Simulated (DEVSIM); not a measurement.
Device: Schottky contact on n-type Ge, at 350 K.

Layer 1 from the left is Ge, thickness (μm) 7.30, Nd (cm⁻³) 4.7e15, τn (s) 6.2e-5, τp (s) 6.2e-5. Layer 2 from the left is Ge, thickness (μm) 14.0, Nd (cm⁻³) 1.8e18, τn (s) 6.2e-5, τp (s) 6.2e-5.

Left contact: Schottky, work function 4.28 eV, emission velocity 1.8e6 cm/s. Right contact: ohmic. Voltage is applied to the left contact. Recombination: SRH at mid-gap. Mobility is constant in doping.

Constants are typed, rounded textbook-type inputs, not results; the design itself was drawn at random and stands for no fabricated device. Values at 300 K; Nc and Nv go as T^1.5, mobilities as T to minus their exponent, the gap by Varshni's rule with the affinity fixed.

Ge: gap (eV) 0.664, affinity (eV) 4, permittivity 16, Nc (cm⁻³) 1.04e19, Nv (cm⁻³) 6e18, μn (cm²/Vs) 3900, μp (cm²/Vs) 1900, T exponent of μn 1.66, T exponent of μp 2.33, Varshni α (eV/K) 0.000477, Varshni β (K) 235.

Model (solved in DEVSIM): 1D drift-diffusion, Boltzmann statistics, complete ionisation; no tunnelling, impact ionisation, image-force lowering or self-heating. Metal contacts follow the ideal Schottky-Mott rule: no Fermi-level pinning, no interface dipoles.

### Question
What does the simulation give for the potential step across the device at zero bias?

### Answer
potential step across the device at zero bias 0.220 V.
